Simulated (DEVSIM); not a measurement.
Device: Pt/HfO2/p-In0.53Ga0.47As capacitor, at 300 K.

```
layer (left to right)        material  thickness (nm)  Na (cm⁻³)
---------------------  --------------  --------------  ---------
1                                HfO2            5.40          -
2                      In0.53Ga0.47As            5400     1.1e16
```

Metal gate on the left, work function 5.6 eV. Fixed charge at the semiconductor interface 1.6e11 cm⁻² (in units of +e); no interface traps.

The device is made up for the run: typed textbook-type constants, with dimensions and the other settings drawn at random. Values at 300 K.

```
parameter      HfO2  In0.53Ga0.47As
-------------  ----  --------------
gap (eV)        5.7            0.74
affinity (eV)   2.5            4.51
permittivity     22            13.9
Nc (cm⁻³)         -          2.1e17
Nv (cm⁻³)         -          7.7e18
```

DEVSIM, 1D Poisson equation in equilibrium, Boltzmann statistics, complete ionisation; no quantum confinement or tunnelling. Metal contacts follow the ideal Schottky-Mott rule: no Fermi-level pinning, no interface dipoles.

The substrate doping was swept, all else fixed.

| substrate doping (cm^-3) | flat-band voltage (V) | threshold voltage (band bending 2φF) (V) | minimum of the low-frequency capacitance (μF/cm²) |
|---|---|---|---|
| 5.5e14 | 0.59 | 0.93 | 0.0158 |
| 1.1e15 | 0.57 | 0.95 | 0.0211 |
| 2.2e15 | 0.55 | 0.97 | 0.0277 |
| 5.5e15 | 0.53 | 1.00 | 0.0406 |
| 1.1e16 | 0.51 | 1.02 | 0.0549 |
| 2.2e16 | 0.49 | … | … |

### Question
Fill in the missing entries.

### Answer

- 2.2e16, threshold voltage (band bending 2φF) (V): 1.04
- 2.2e16, minimum of the low-frequency capacitance (μF/cm²): 0.0730
